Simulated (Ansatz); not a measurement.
Base system: PbSe in the rock salt structure (space group Fm-3m, No. 225; a = 6.218 Å).

(Cell as relaxed with PBE.)

Levels (all Ansatz, a quantum-chemistry and plane-wave program, PAW, earlier PAW set): PBE (420 eV, without spin-orbit coupling); r2SCAN (500 eV, no spin-orbit coupling).

Each level relaxes its own structure.

```json
[
 {"base": "volume per atom", "PBE": "30.05 Å³", "r2SCAN": "29.47 Å³"},
 {"base": "lattice parameter a", "PBE": "6.218 Å", "r2SCAN": "6.178 Å"},
 {"base": "band gap", "PBE": "0.44 eV", "r2SCAN": "0.67 eV"}
]
```

Modification: an isotropic linear strain of +2.00 %; the atoms relax in the strained cell.

| quantity | PBE | r2SCAN |
|---|---|---|
| energy relative to the base (free energy F) | +15 meV/atom | +16 meV/atom |
| electron mass | 0.20 mₑ along k, 0.13 mₑ across (at L) | 0.23 mₑ along k, 0.14 mₑ across (at L) |
| pressure | -2.43 GPa | -2.69 GPa |
| valley order (the lowest conduction-band minima on the path, energy above the VBM, named in the base's zone) | L along ⟨111⟩ 0.60 eV; a point along ⟨110⟩, about 0.6 Å⁻¹ from Γ 1.33 eV; a point along ⟨100⟩, about 0.4 Å⁻¹ from Γ 2.02 eV | L along ⟨111⟩ 0.85 eV; a point along ⟨110⟩, about 0.6 Å⁻¹ from Γ 1.59 eV; a point along ⟨100⟩, about 0.4 Å⁻¹ from Γ 2.28 eV |

PBE's energy relative to the base lies 1.2 meV/atom below r2SCAN's; PBE's pressure lies 0.254 GPa above r2SCAN's; both order the valleys alike. Neither level is exact; r2SCAN is the comparison here, not a measurement.

With Pb present, leaving out spin-orbit coupling can change the band edges. Masses are band curvatures over ±0.01 Å⁻¹ around the edge. Along k means along the line from Γ to the band edge. Whether these cells are dynamically stable was not tested.
